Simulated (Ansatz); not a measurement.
Input and output of a self-consistent single point for W (Im-3m, 1 atom in the cell) (Ansatz, a program for electronic structure).

Computed with PBE, harder PAW files (source: ansatz) (plane waves; Ansatz).

```xyz
1
Lattice="-1.5721 1.5721 1.5721 1.5721 -1.5721 1.5721 1.5721 1.5721 -1.5721" Properties=species:S:1:pos:R:3 pbc="T T T"
W      0.0000     0.0000     0.0000
```

Reference input (self-consistent single point, DFT, PBE, plane waves, default PAW files): basis.ecutwfc = 30.9 Ry; kpoints.mp_grid.grid = 15 15 15; hamiltonian.xc = pbe; hamiltonian.pseudopotentials = {kind: paw} (the program's default PAW files); scf.occupations.method = fermi_dirac; scf.occupations.width = 0.0073 Ry. This run's input differs from it in these lines:

Ansatz 0.2 input:
```diff
@@ -8,3 +8,3 @@
 basis:
-  ecutwfc: 30.9 Ry
+  ecutwfc: 55.9 Ry
 kpoints:
@@ -13,3 +13,3 @@
   xc: pbe
-  pseudopotentials: { kind: paw }
+  pseudopotentials: { kind: paw, source: ansatz }
 scf:
```

Log, with long lists cut:

```
SCF iter   1: F=—  HF=-17881.364481 eV  |F-HF|=—  |Δ(HF+E_count)|=         —  Δρ=6.46e-2  dr2=5.42e-1  ethr=3.10e-3  ⟨swp⟩=5.9  Hψ=11825  notcnv=0
all-band conjugate gradients solve this SCF's bands
preconditioner: auto → Kerker (q_TF=auto, 3.010 Å⁻¹)
SCF iter   2: F=—  HF=-17881.240920 eV  |F-HF|=—  |Δ(HF+E_count)|=   1.24e-1  Δρ=3.98e-2  dr2=1.88e-1  ethr=1.93e-3  ⟨swp⟩=2.8  Hψ=3743  notcnv=0  defer=4
   [... lines left out ...]
SCF iter   4: F=—  HF=-17881.179126 eV  |F-HF|=—  |Δ(HF+E_count)|=   6.77e-3  Δρ=2.26e-3  dr2=2.08e-4  ethr=3.94e-5  ⟨swp⟩=2.0  Hψ=4342  notcnv=0  defer=4
SCF iter   5: F=—  HF=-17881.179292 eV  |F-HF|=—  |Δ(HF+E_count)|=   1.66e-4  Δρ=3.40e-4  dr2=1.07e-5  ethr=7.45e-7  ⟨swp⟩=2.2  Hψ=2595  notcnv=0  defer=4
SCF iter   6: F=—  HF=-17881.179289 eV  |F-HF|=—  |Δ(HF+E_count)|=   2.42e-6  Δρ=5.69e-5  dr2=2.26e-7  ethr=3.81e-8  ⟨swp⟩=2.0  Hψ=2546  notcnv=0  defer=4
SCF iter   7: F=-17881.179290 eV  HF=-17881.179290 eV  |F-HF|=3.50e-9  |Δ(HF+E_count)|=   3.57e-8  Δρ=1.10e-5  dr2=1.29e-8  ethr=3.57e-10  ⟨swp⟩=7.8  Hψ=11883  notcnv=0
SCF 1 converged in 7 iterations: F = -17881.179290 eV  dr2 = 1.29e-8
Free energy (F): -17881.179290 eV
Internal energy: -17881.164333 eV  (E = F + TS)
E sigma→0 (E₀):  -17881.171811 eV
Entropy (-TS):   -0.014957 eV (-14.957 meV/atom)
Fermi energy:    28.305583 eV
--- Forces (eV/Å), atoms counted from 1 ---
  atom   1  W     -0.00000000    -0.00000000     0.00000000
--- Stress (GPa, compression-positive) ---
       12.570267       0.000000      -0.000000
        0.000000      12.570267       0.000000
        0.000000      -0.000000      12.570267
  P = ⅓ Tr σ = 12.5703 GPa (125.703 kbar)
  The stress holds the Pulay correction. Without it, at fixed plane waves, as pw.x and ABINIT print it: P = 12.5591 GPa
```

The run converged in 7 iterations. Against the reference run the pressure goes from 12.41 to 12.57 GPa.

The starting cell has typed, rounded lattice constants, without a prior relaxation at this level. Its lattice was rescaled by up to half a per cent. Spin polarisation is off. Ansatz's pressure includes its estimate of the finite-basis (Pulay) stress.
